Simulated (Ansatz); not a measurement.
C (R-3m): band-edge transport data

Consider the following.

```
C
1.0
   -0.01109     1.76668     1.76668
    1.76668    -0.01109     1.76668
    1.76668     1.76668    -0.01109
C
2
Direct
  0.99989   0.99989   0.99989
  0.25011   0.25011   0.25011
```

Calculation: r2SCAN, rigid bands (plane waves, PAW, scalar-relativistic; Ansatz, a first-principles code). Condition of this run: uniaxial stress along [111] of 11 GPa (compression positive) (the target of the relaxation). How the cell was made: cell and atoms relaxed with PBEsol, then loaded as said.

| Property | Value |
|---|---|
| band gap | 4.37 eV |
| electron conductivity mass (300 K, dilute) | 0.39 mₑ |
| hole conductivity mass (300 K, dilute) | 0.45 mₑ |
| effective density of states N_c (300 K) | 5.5e19 cm⁻³ |
| effective density of states N_v (300 K) | 1.7e19 cm⁻³ |
| density-of-states mass, electrons | 1.68 mₑ |
| density-of-states mass, holes | 0.77 mₑ |
| Seebeck coefficient, n-type 1e19 cm⁻³, 300 K | -360 μV/K |
| best n-type power factor at 300 K for τ = 10 fs (best axis; densities from 1e16 to 1e21 cm⁻³ tried, whether or not they can be reached) | 22 μW/(cm·K²) at 3e20 cm⁻³ |
| Seebeck coefficient, p-type 1e19 cm⁻³, 300 K | 320 μV/K |
| best p-type power factor at 300 K for τ = 10 fs (best axis; densities from 1e16 to 1e21 cm⁻³ tried, whether or not they can be reached) | 12.8 μW/(cm·K²) at 1e20 cm⁻³ |

Rigid bands; masses and Seebeck coefficients take one relaxation time τ for all states and one kind of carrier; polarons and phonon drag are left out. Spin-orbit coupling is left out. Geometry: cell and atoms relaxed with PBEsol.
